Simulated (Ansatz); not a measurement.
Levels about the gap of amorphous Ti₂₀O₄₂Sn (63 atoms in a cell of 778 Å³, 3.73 g/cm³; zone centre alone, so wide bands show as single levels with stretches between that a denser mesh fills), at the geometry that PBE relaxed, where it gives -0.3 GPa on a denser mesh. The participation number counts the atoms over which a state spreads; weights are charges in smoothed Voronoi cells. The levels come from a single point, so bond lengths are those of that geometry. Method of the levels: PBE, scalar-relativistic without spin-orbit coupling (Ansatz, a program for electronic structure). Sampling: the zone centre alone; Fermi-Dirac width 0.02 eV; no spin polarisation. At PBE the levels at the filled edge of the gap are localised (band-tail or defect states).

It comes from a melt-quench run on a machine-learned potential (CHGNet), relaxed afterwards by DFT. O atoms were pushed apart under 1.9 Å during the dynamics, to hinder bonds among them. The hot cell started wider than the set density and was brought back towards it in steps. It is the lowest in DFT energy of 2 quenches. It is a model cell: composition and starting density were chosen by hand, and all elements were melted together. No dispersion term was used. Its density started from a set value of 3.73 and ended at 3.73 g/cm³. Cooling (nominally 240 K/ps over its main leg) ran many orders faster than in experiment, which tends to leave more defects and strain. One small periodic cell is one sample of the glass; other quenches scatter about these values. The volume was held where the preparation left it and the shape relaxed, at a PBE pressure of -0.3 GPa (tension). On a 2×2×2 Γ-centred mesh force components of up to 0.17 eV/Å stay, since the relaxation ran on the zone centre alone.

| E - E(highest filled), eV | filling | participation number | largest on | weight O | weight Ti | weight Sn |
|---|---|---|---|---|---|---|
| -0.35 | filled | 24.4 | O, 3 neighbours | 0.93 | 0.07 | 0.00 |
| -0.34 | filled | 21.3 | O, 2 neighbours | 0.92 | 0.08 | 0.00 |
| -0.30 | filled | 14.8 | O, 2 neighbours | 0.93 | 0.07 | 0.00 |
| -0.22 | filled | 21.2 | O, 2 neighbours | 0.92 | 0.08 | 0.00 |
| -0.13 | filled | 14.7 | O, 3 neighbours | 0.94 | 0.06 | 0.00 |
| -0.11 | filled | 13.4 | O, 3 neighbours | 0.94 | 0.06 | 0.00 |
| 0.00 | filled | 8.8 | O, 3 neighbours | 0.94 | 0.06 | 0.00 |
| 2.72 | empty | 18.8 | Ti, 6 neighbours | 0.20 | 0.78 | 0.02 |
| 2.83 | empty | 17.9 | Ti, 6 neighbours | 0.19 | 0.81 | 0.00 |
| 2.86 | empty | 12.5 | Ti, 6 neighbours | 0.18 | 0.82 | 0.00 |
| 2.88 | empty | 16.8 | Ti, 5 neighbours | 0.20 | 0.79 | 0.02 |
| 2.96 | empty | 15.0 | Ti, 5 neighbours | 0.19 | 0.80 | 0.01 |
| 2.99 | empty | 15.4 | Ti, 5 neighbours | 0.18 | 0.81 | 0.01 |
| 3.01 | empty | 15.5 | Ti, 6 neighbours | 0.21 | 0.78 | 0.01 |

Most localised among these is the filled level at +0.00 eV, on a O atom, which has 3 neighbours (Ti 1.95 Å, Ti 2.07 Å, Sn 2.08 Å).
